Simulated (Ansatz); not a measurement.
Start from K in the bcc (W type) structure (space group Im-3m, No. 229; a = 5.212 Å).

Method: plane-wave PAW DFT at the PBEsol level (Ansatz, a quantum-chemistry and plane-wave program, 420 eV), no spin-orbit coupling.

For the base:

Lattice parameter a: 5.212 Å

Modification: every K is replaced by H; the structure is relaxed again.

How does this affect the lattice parameter a?

The lattice parameter a shrinks by 3.412 Å to 1.800 Å.

Stability against distortions was not tested.
